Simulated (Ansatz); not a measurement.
Take BaS in the rock salt structure (space group Fm-3m, No. 225; a = 6.3315 Å) as the base. Axes: x, y, z lie along the cube axes.

Modification: biaxial strain −2.00 %, plane normal [001], relaxed out of plane (Cartesian); in-plane vectors clamped, the third vector and the atoms free.

Computed with PBEsol in Ansatz (plane waves to 420 eV, PAW, without spin-orbit coupling).

### Question
Give the band edges at the high-symmetry points of the new zone, measured from its valence-band maximum.

### Answer
| point | valence edge (eV) | conduction edge (eV) |
|---|---|---|
| Γ | 0.00 | 3.72 |
| X | -0.05 | 1.94 |
| P | -0.35 | 4.08 |
| N | -1.17 | 5.50 |
| M | -0.06 | 1.95 |
| S | -0.56 | 3.34 |
| S₀ | -0.56 | 3.34 |
| R | -0.39 | 4.08 |
| G | -0.39 | 4.08 |

The gap is 1.94 eV, indirect, Γ → X.

Whether these cells are dynamically stable was not tested. k-point labels follow each cell's own Brillouin zone.

Ansatz is a quantum-chemistry and plane-wave program.
